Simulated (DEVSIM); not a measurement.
System: Ge n-p junction from an implanted or diffused profile, at 350 K.

Layer 1 from the left is Ge, thickness (μm) 47.0, Na (cm⁻³) 7.1e15, τn (s) 0.00087, τp (s) 0.00087.

Added donor profile: 1.3e18 cm⁻³ × exp(−(x − 0 μm)²/(2·(0.048 μm)²)). Left contact: ohmic. Right contact: ohmic. Voltage is applied to the left contact. Recombination: SRH at mid-gap, Auger. Mobility is constant in doping.

Constants are typed, rounded textbook-type inputs, not results; the design itself was drawn at random and stands for no fabricated device. Values at 300 K; Nc and Nv go as T^1.5, mobilities as T to minus their exponent, the gap by Varshni's rule with the affinity fixed.

Ge: gap (eV) 0.664, affinity (eV) 4, permittivity 16, Nc (cm⁻³) 1.04e19, Nv (cm⁻³) 6e18, μn (cm²/Vs) 3900, μp (cm²/Vs) 1900, T exponent of μn 1.66, T exponent of μp 2.33, Cn (cm⁶/s) 1e-31, Cp (cm⁶/s) 1e-31, Varshni α (eV/K) 0.000477, Varshni β (K) 235.

Simulated with DEVSIM: 1D drift-diffusion, Boltzmann statistics, complete ionisation; no tunnelling, impact ionisation, image-force lowering or self-heating.

Question: What does the simulation give for the dark forward voltage at 1 A/cm², the dark forward voltage at 100 A/cm², the potential step across the device at zero bias?

Answer: dark forward voltage at 1 A/cm² 0.086 V; dark forward voltage at 100 A/cm² 0.317 V; potential step across the device at zero bias 0.364 V.
